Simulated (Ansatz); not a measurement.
**Mg2Sn, response to strain**

The reference is Mg2Sn (space group Fm-3m, No. 225; relaxed with 0.1 eV smearing).

```
CELL_PARAMETERS angstrom
      0.00000     3.37356     3.37356
      3.37356     0.00000     3.37356
      3.37356     3.37356     0.00000
ATOMIC_POSITIONS crystal
  Mg 0.25000 0.25000 0.25000
  Mg 0.75000 0.75000 0.75000
  Sn 0.00000 0.00000 0.00000
```

Strains are applied to the cell and any free atomic positions relax.

Level of theory: DFT with PBEsol, PAW potentials and a 420 eV plane-wave cutoff in Ansatz (a quantum-chemistry and plane-wave program), scalar-relativistic without spin-orbit coupling.

Notes on the quantities. energy relative to the base: free energy F.

```json
[
 {"case": "base", "pressure": "0.0 GPa", "shortest interatomic distance": "2.922 Å", "energy relative to the base": "0 meV/atom"},
 {"case": "isotropic strain −3.00 %", "pressure": "4.8 GPa", "shortest interatomic distance": "2.834 Å", "energy relative to the base": "+31 meV/atom"},
 {"case": "isotropic strain −2.00 %", "pressure": "3.0 GPa", "shortest interatomic distance": "2.863 Å", "energy relative to the base": "+13 meV/atom"},
 {"case": "isotropic strain −1.00 %", "pressure": "1.4 GPa", "shortest interatomic distance": "2.892 Å", "energy relative to the base": "(withheld)"},
 {"case": "isotropic strain −0.50 %", "pressure": "0.7 GPa", "shortest interatomic distance": "2.907 Å", "energy relative to the base": "+0.8 meV/atom"},
 {"case": "isotropic strain +0.50 %", "pressure": "(withheld)", "shortest interatomic distance": "2.936 Å", "energy relative to the base": "+0.8 meV/atom"},
 {"case": "isotropic strain +1.50 %", "pressure": "-1.8 GPa", "shortest interatomic distance": "2.965 Å", "energy relative to the base": "+6.7 meV/atom"},
 {"case": "isotropic strain +2.00 %", "pressure": "-2.3 GPa", "shortest interatomic distance": "2.980 Å", "energy relative to the base": "+12 meV/atom"},
 {"case": "isotropic strain +2.50 %", "pressure": "(withheld)", "shortest interatomic distance": "2.995 Å", "energy relative to the base": "+18 meV/atom"},
 {"case": "isotropic strain +3.00 %", "pressure": "-3.2 GPa", "shortest interatomic distance": "3.009 Å", "energy relative to the base": "+26 meV/atom"}
]
```

Complete the table.


- isotropic strain −1.00 %, energy relative to the base: +3.2 meV/atom
- isotropic strain +0.50 %, pressure: -0.6 GPa
- isotropic strain +2.50 %, pressure: -2.7 GPa

No phonon test of stability was made.
